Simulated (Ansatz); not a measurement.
## InSb (model structure, within 0.1 Å of Fm-3m, No. 225, 8 atoms in the cell): properties by level of theory

| level (code) | bulk modulus B0 (GPa) | cohesive energy (eV/atom) |
|---|---|---|
| LDA (Ansatz) | ? | ? |
| PBEsol (Ansatz) | ? | 2.91 |
| r²SCAN (Ansatz) | 55.0 | 2.53 |

**Question.** Fill in the missing entries.

**Answer.** 
- LDA (Ansatz, an electronic-structure program), bulk modulus B0 (GPa): 60.8
- LDA (Ansatz), cohesive energy (eV/atom): 3.38
- PBEsol (Ansatz), bulk modulus B0 (GPa): 56.5

Caveats: the bulk modulus is −V dP/dV from two relaxed cells at ±2 % in volume (LDA, PBEsol, r²SCAN). Ansatz's density-functional and Hartree–Fock values are scalar-relativistic unless marked +SOC, with PAW data made under PBE.

Unless a cell is named, each level is at its own relaxed cell (LDA 26.69, PBEsol 27.47, r²SCAN 28.21 Å³/atom).

Free atoms are spin-polarised, in the lowest state found; at levels without +SOC their spin–orbit coupling is left out.

Static lattice: no zero-point or thermal effects.

A model structure was made by putting elements into a prototype or built by hand; it is no filed structure, need not be a known phase, and can be a saddle point held by its symmetry.
